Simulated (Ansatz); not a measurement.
Take BaO in the rock salt structure (space group Fm-3m, No. 225; a = 5.490 Å) as the base.

Structures relaxed with Ansatz (a program for electronic structure), PBEsol, PAW, cutoff 420 eV, no spin-orbit coupling.

Base:

Simulated powder pattern, Co Kα, λ = 1.79026 Å (kinematic, ideal powder, no thermal factors, no anomalous dispersion; the 10 strongest lines at most, above 2 %, up to 2θ = 90°):

```tsv
2θ (°)	I/Imax (%)	hkl
32.81	100	(111)
38.07	86	(200)
54.93	59	(220)
65.48	45	(311)
68.78	20	(222)
81.42	9.5	(400)
```

After one change:

Simulated powder pattern, Co Kα, λ = 1.79026 Å (kinematic, ideal powder, no thermal factors, no anomalous dispersion; the 10 strongest lines at most, above 2 %, up to 2θ = 90°):

```csv
2θ (°),I/Imax (%)
32.94,100
38.21,86
55.15,59
65.75,45
69.08,20
81.79,9.5
```

Name the change that was made.
A) pressure 30 GPa
B) pressure 0.9 GPa
C) pressure −2 GPa
D) pressure 2.1 GPa

B, pressure 0.9 GPa. Its volume per atom is 20.45 Å³ against 20.68 Å³, and its space group is Fm-3m (No. 225).

Load acts through the strain it causes; cell and atoms are relaxed under it. Whether these cells are dynamically stable was not tested. Competing high-pressure phases were not computed.
